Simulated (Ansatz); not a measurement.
Consider ZnSe in the zinc blende structure (space group F-43m, No. 216; a = 5.665 Å).

Method: r2SCAN, PAW, 500 eV (Ansatz, a first-principles code; no spin-orbit coupling).

One change was made to it. Results:

The band gap goes from 1.87 eV to zero; the volume per atom decreases by 0.68 Å³ to 22.05 Å³.

Problem. Which change produced these results?
A) Zn → Mg
B) Se → Pt
C) Se → As

Solution. C, Se → As. For comparison, the volume per atom in the other runs: Zn → Mg gives 26.29 Å³; Se → Pt gives 21.82 Å³.

Spin-orbit coupling, missing from the scalar runs, can matter with Pt. Stability against distortions was not tested. As relaxed here, ZnAs and ZnPt are hypothetical phases, not in the database extracts checked. For MgSe in this form, whether it has been made was not checked. The final runs are not spin-polarised. An odd electron count without spin: ZnAs. This is not the structure that MgSe has at room temperature and ambient pressure.
